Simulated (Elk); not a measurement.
A self-consistent single point of Hg3Pt (I4/mmm, 4 atoms in the cell) with Elk.

Method of the run: LDA (PW92), all-electron FP-LAPW, Elk's shipped species files, APW+lo basis with extra local orbitals run with Elk.

The change in words: lattice scaled by 0.98. Reference geometry:
```
Hg3Pt
1.0
   -2.10218     2.10218     4.63253
    2.10218    -2.10218     4.63253
    2.10218     2.10218    -4.63253
Hg Pt
3 1
Direct
  0.75000   0.25000   0.50000
  0.25000   0.75000   0.50000
  0.50000   0.50000   0.00000
  0.00000   0.00000   0.00000
```

Reference input (self-consistent single point, DFT, LDA (PW92), all-electron FP-LAPW, Elk's shipped species files, APW+lo basis with extra local orbitals): rgkmax = 7.5; swidth = 0.00367493 Ha; ngridk = 8 8 8; gmaxvr = 14 1/bohr; nxlo = 2; lorbcnd = true; lmaxi = 3; maxscl = 100. This run's input differs from it in these lines:

```diff
@@ -25,5 +25,5 @@
 avec
-   -3.9725539133    3.9725539133    8.7542129641
-    3.9725539133   -3.9725539133    8.7542129641
-    3.9725539133    3.9725539133   -8.7542129641
+   -3.8931022681    3.8931022681    8.5791279489
+    3.8931022681   -3.8931022681    8.5791279489
+    3.8931022681    3.8931022681   -8.5791279489
```

Log, with long lists cut:

```
│ Self-consistent loop started │
│ Loop number : 1 │
 total energy                :     -77399.3241639
│ Loop number : 2 │
 total energy                :     -77399.9212916
RMS change in Kohn-Sham potential (target) :   0.7912388285E-01 (  0.1000000000E-05)
Absolute change in total energy (target)   :   0.5971277128     (  0.1000000000E-03)
│ Loop number : 3 │
 total energy                :     -77401.3830368
RMS change in Kohn-Sham potential (target) :   0.7216055156E-01 (  0.1000000000E-05)
Absolute change in total energy (target)   :    1.611027083     (  0.1000000000E-03)
│ Loop number : 4 │
   [... lines left out ...]
Absolute change in total energy (target)   :   0.3866613712E-02 (  0.1000000000E-03)
│ Loop number : 15 │
 total energy                :     -77389.6215613
RMS change in Kohn-Sham potential (target) :   0.7127260415E-06 (  0.1000000000E-05)
Absolute change in total energy (target)   :   0.7406707155E-03 (  0.1000000000E-03)
│ Loop number : 16 │
 total energy                :     -77389.6216609
RMS change in Kohn-Sham potential (target) :   0.2161583619E-06 (  0.1000000000E-05)
Absolute change in total energy (target)   :   0.8559513662E-04 (  0.1000000000E-03)
Convergence targets achieved

│ Loop number : 17 │

Energies :
 Fermi                       :     0.283214842638
 total energy                :     -77389.6216729

Density of states at Fermi energy :    30.95422564
 (states/Hartree/unit cell)

Estimated indirect band gap :   0.1349662053E-02
 from k-point     22 to k-point     36
Estimated direct band gap   :   0.1554767327E-01
 at k-point     22

Charges :
 core                        :    234.0000000
 valence                     :    84.00000000
 interstitial                :    4.339353813
 muffin-tins (core leakage)
  species :    1 (Hg)
   atom    1                 :    78.86958673     (  0.1076589098E-03)
   atom    2                 :    78.86958673     (  0.1076589098E-03)
   atom    3                 :    78.87262990     (  0.1078213634E-03)
  species :    2 (Pt)
   atom    1                 :    77.04884282     (  0.2312173434E-03)
 total in muffin-tins        :    313.6606462
 total calculated charge     :    317.9923421
 total charge                :    318.0000000
 error                       :   0.7657937756E-02

│ Self-consistent loop stopped │
```

The run converged in 17 iterations. The count includes the last loop, which Elk runs after its targets are met. 

The starting cell comes from a database of computed structures (which also holds hypothetical and non-ambient phases and stackings), without a prior relaxation at this level. For this run, on top of that: lattice scaled by 0.98. Spin-orbit coupling is off. Spin polarisation is off. Values depend on the basis (sphere radii, cutoffs, local orbitals), which need not be converged. The log's line on a gap gives a spacing of levels on this mesh, which the program prints for metals too.

Cost on one core of a shared machine: roughly 90 s.
